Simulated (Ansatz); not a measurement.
The starting structures come from a database of crystals and need not be the phases stable at ambient conditions.

 Where the default PAW files enter, the runs use the earlier of Ansatz's two default sets.

Crystal: ScCuO2 (R-3m, not sure to be the ambient phase, 4 atoms a cell, 12.8 Å³ an atom); planes in its conventional cell.

Level of theory: r2SCAN (plane waves, PAW; Ansatz, a first-principles code).

No gap correction and no spin-orbit coupling; mid-gap values are interpolated between computed energies.

```json
[
 {"plane": "(001)", "area of the cell (Å²)": "9.0", "mid-gap κ (1/Å)": "0.33", "largest κ in the gap (1/Å)": "0.36"},
 {"plane": "(110)", "area of the cell (Å²)": "31.8", "mid-gap κ (1/Å)": "[?]", "largest κ in the gap (1/Å)": "[?]"}
]
```

Task: The slowest decay depends on the direction. Supply the withheld values.

Result: 
- (110), mid-gap κ (1/Å): 0.27
- (110), largest κ in the gap (1/Å): 0.27
